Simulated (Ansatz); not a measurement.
The reference is CsSnI3 in the cubic perovskite structure (space group Pm-3m, No. 221; a = 6.225 Å).

All numbers come from DFT with r2SCAN, PAW potentials and a 500 eV plane-wave cutoff in Ansatz (a quantum-chemistry and plane-wave program), spin-orbit coupling left out, earlier PAW set.

For the base:

The gap character is direct at R and the gap between the host's bands comes out as 0.46 eV.

Now apply this change: 0.724 holes added to each cell, a density of 3.0×10^21 cm⁻³, with a uniform compensating background at fixed cell and a 300 K Fermi–Dirac width.

### Question
What does the calculation give for the gap character, gap between the host's bands and Fermi level from band edge after the change?

### Answer
The gap character is still direct at R; the gap between the host's bands falls by 0.077 eV, from 0.46 eV to 0.39 eV; the Fermi level relative to the doped band's edge (positive inside the band; to 0.05 eV) amounts to +1.50 eV.

Carriers are added with a uniform compensating background; total energy and stress of such cells depend on the potential's zero and are not compared; many-body gap narrowing is missing at this level. Spin-orbit coupling, missing from the scalar runs, can matter with I. Whether these cells are dynamically stable was not tested. Many cubic perovskites are stable only at high temperature; tilts and polar distortions were not tested.
